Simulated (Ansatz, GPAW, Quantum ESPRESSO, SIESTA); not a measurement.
## PIr₂ (Fm-3m, 3 atoms in the cell) computed with different codes at matched settings

Self-consistent single point, at a second geometry (lattice scaled by 0.98). First geometry:

```xyz
3
Lattice="0.0000 2.7787 2.7787 2.7787 0.0000 2.7787 2.7787 2.7787 0.0000" Properties=species:S:1:pos:R:3 pbc="T T T"
P      0.0000     0.0000     0.0000
Ir     1.3894     1.3894     1.3894
Ir     4.1681     4.1681     4.1681
```

Shared settings, as Ansatz (a quantum-chemistry and plane-wave program) writes them: kpoints.mp_grid.grid = 10 10 10; scf.occupations.method = gaussian; scf.occupations.width = 0.0037 Ry. Potentials and cutoffs stand in the table.

```csv
code,model,ΔF from the first geometry (meV/atom),pressure (GPa),cutoff
Quantum ESPRESSO,"LDA (PZ), PSlibrary ultrasoft (LDA) pseudopotentials",19.7,13.70,40 Ry
SIESTA,"LDA PW92, numerical atomic orbitals DZP, PseudoDojo LDA standard norm-conserving potentials (rewritten from UPF to PSML)",17.2,13.90,grid 300 Ry
GPAW,"LDA (Perdew-Wang 92), GPAW PAW datasets LDA (gpaw-data 1.0.1)",2.6,10.48,550 eV
Ansatz,"LDA (PW92), PAW files made with PBE",3.9,11.00,default
```

For Quantum ESPRESSO (by 0.9 GPa) the energy change implies a higher mean pressure, against the two pressures, than for the other programs: a sign of finite-basis (Pulay) stress.

On Ansatz's run: spin-orbit coupling is off. Spin polarisation is off; with an odd number of electrons in the cell that forces a metal, and a magnetic state may lie lower.

The spread over the programs that give each value: ΔF from the first geometry within 17.1 meV/atom; pressure within 3.42 GPa.

SIESTA uses small atom-centred bases, whose incompleteness enters pressures, forces and empty levels differently from a plane-wave cutoff. Ansatz's pressure is given at a fixed set of plane waves, as the other plane-wave codes print theirs; with its correction for the finite basis it is 11.06 GPa. The same LDA comes in different parametrisations, which differ slightly. In the pressure, Quantum ESPRESSO (by 2.70) and SIESTA (by 2.90) lie more than 1 GPa from the median of the plane-wave programs.

The starting cell comes from a database of computed structures (which also holds hypothetical and non-ambient phases and stackings), without a prior relaxation at this level. For this run, on top of that: lattice scaled by 0.98.

Left out of this page: ABINIT (with a known weakness of the program); Elk and FLEUR (not drawn, or without a comparable value).

Keys are those of Ansatz 0.2.
